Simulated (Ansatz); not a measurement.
# Effective masses and thermopower of ZnS (F-43m)

Given:

```
CELL_PARAMETERS angstrom
      0.00000     2.70246     2.70246
      2.70246     0.00000     2.70246
      2.70246     2.70246     0.00000
ATOMIC_POSITIONS crystal
  Zn 0.00000 0.00000 0.00000
  S  0.25000 0.25000 0.25000
```

These are PBEsol with spin-orbit coupling, rigid bands (plane waves, PAW; Ansatz, an electronic-structure program) values and carry that method's errors. Condition of this run: hydrostatic pressure -2 GPa (the target of the relaxation). Cell: cell and atoms relaxed with PBEsol, then loaded as said.

| Item | Result |
|---|---|
| band gap | 1.95 eV |
| electron conductivity mass (300 K, dilute) | 0.174 mₑ |
| hole conductivity mass (300 K, dilute) | 0.87 mₑ |
| effective density of states N_c (300 K) | 1.7e18 cm⁻³ |
| effective density of states N_v (300 K) | 4.9e19 cm⁻³ |
| density-of-states mass, electrons | 0.168 mₑ |
| density-of-states mass, holes | 1.57 mₑ |
| Seebeck coefficient, n-type 1e19 cm⁻³, 300 K | -102 μV/K |
| best n-type power factor at 300 K for τ = 10 fs (best axis; densities from 1e16 to 1e21 cm⁻³ tried, whether or not they can be reached) | 1.57 μW/(cm·K²) at 1e19 cm⁻³ |
| Seebeck coefficient, p-type 1e19 cm⁻³, 300 K | 385 μV/K |
| best p-type power factor at 300 K for τ = 10 fs (best axis; densities from 1e16 to 1e21 cm⁻³ tried, whether or not they can be reached) | 17.0 μW/(cm·K²) at 3e20 cm⁻³ |

Rigid bands; masses and Seebeck coefficients take one relaxation time τ for all states and one kind of carrier; polarons and phonon drag are left out.
